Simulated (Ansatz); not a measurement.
Input:

```xyz
2
Lattice="0.0000 3.1898 3.1898 3.1898 0.0000 3.1898 3.1898 3.1898 0.0000" Properties=species:S:1:pos:R:3 pbc="T T T"
Hg     0.0000     0.0000     0.0000
Te     1.5949     1.5949     1.5949
```

No spin polarisation.

Method: PBEsol/PAW in Ansatz (a program for electronic structure), no spin-orbit coupling. Γ-centred 9×9×9 mesh, Fermi–Dirac width 0.05 eV.

### Question
Predict the band gap, pressure and space group.

### Answer
```json
{
 "band_gap": "zero",
 "pressure": "3.0 GPa",
 "space_group": "F-43m (No. 216)"
}
```

With Hg and Te present, leaving out spin-orbit coupling can change the band edges. The cells carry an imposed strain or load. Whether these cells are dynamically stable was not tested. All final runs are without spin polarisation. The cell was made from HgTe in the zinc blende structure (space group F-43m, No. 216) by this change: isotropic strain −2.00 %. The zero or small gap of HgTe can change with the level of theory.
